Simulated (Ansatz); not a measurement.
Start from Ta in the bcc (W type) structure (space group Im-3m, No. 229; a = 3.306 Å; relaxed with 0.1 eV smearing). Axes: x, y, z lie along the cube axes.

Calculations: Ansatz (an electronic-structure program) r2SCAN, no spin-orbit coupling, earlier PAW set.

A first run, uniaxial strain ε_xx = −1.32 %, gives secant values C11 ≈ 280 GPa and C12 ≈ 170 GPa from its stress. A second run applies isotropic strain −1.22 %.

Task: What does linear elasticity predict for the bulk modulus −ΔP/(ΔV/V₀) in the second run, and what does the run give?

Result: Linear elasticity: (C11 + 2 C12)/3 = 210 GPa. The run gives 220 GPa; any difference comes from nonlinear terms at these strains and numerical noise.

Stability against distortions was not tested. The final runs are not spin-polarised.
